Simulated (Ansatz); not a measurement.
Relaxation of the outer planes of the (100) surface of beta tin in its 1x1 cell, outermost plane spacing 2.97 Å in the ideal cut.

These are PBE (plane waves to 420 eV, PAW; Ansatz, a quantum-chemistry and plane-wave program) values and carry that method's errors.

Model: 10-atom slab, 11.9 Å thick at the start, 12x7x1 mesh, Fermi-Dirac 0.1 eV, dipole correction, all atoms relaxed; held to the start's symmetry, so lower structures may exist; no spin, no spin-orbit, no U.

```json
[
 {"plane": "1", "atoms": "2 Sn", "bulk spacing to the next (Å)": "2.968", "relaxed spacing (Å)": "2.929", "change (%)": "-1.3", "rumpling (Å)": "0.00"}
]
```
